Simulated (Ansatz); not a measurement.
Where the default PAW files enter, the runs use the earlier of Ansatz's two default sets.

Crystal: KF (Fm-3m, rock salt, 2 atoms a cell, 18.7 Å³ an atom); both levels run on this one cell.

Complex bands along the normal of (111) by Ansatz (plane waves, PAW, no spin-orbit coupling). r2SCAN gives a gap of 6.94 eV and a slowest mid-gap decay of 0.576 1/Å.

Q: What does PBE give on the same cell, and what does that do to the current through 2 nm?

A: Gap 6.29 eV, κ = 0.548 1/Å. The mid-gap transmission through 2 nm changes by exp(2 × 20 × (0.576 − 0.548)) = a factor of 3.1 against r2SCAN.

Ansatz is a quantum-chemistry and plane-wave program.
